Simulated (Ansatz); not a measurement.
Base system: InP in the zinc blende structure (space group F-43m, No. 216; a = 5.9070 Å). Axes: x, y, z lie along the cube axes.

Calculations: r2SCAN (Ansatz, a quantum-chemistry and plane-wave program, PAW, no spin-orbit coupling).

Before the change:

| Item | Value |
|---|---|
| Pressure | 0.00 GPa |
| Electron mass | 0.074 mₑ (at Γ) |

It is then changed as follows: uniaxial strain ε_zz = +2.50 %, all other strain components held at zero, atoms relaxed at fixed cell.

Task: Estimate the effect on the pressure.

Result: The pressure (mean of the normal stresses, compression positive) goes from zero to -1.61 GPa.

Task: What happens to the electron mass?

Result: The electron mass becomes 0.067 mₑ along z, 0.062 mₑ across (at Γ) (base: 0.074 mₑ (at Γ)).

The levels and masses belong to the bands next to the band gap. Masses are band curvatures over ±0.01 Å⁻¹ around the edge. Stability against distortions was not tested.
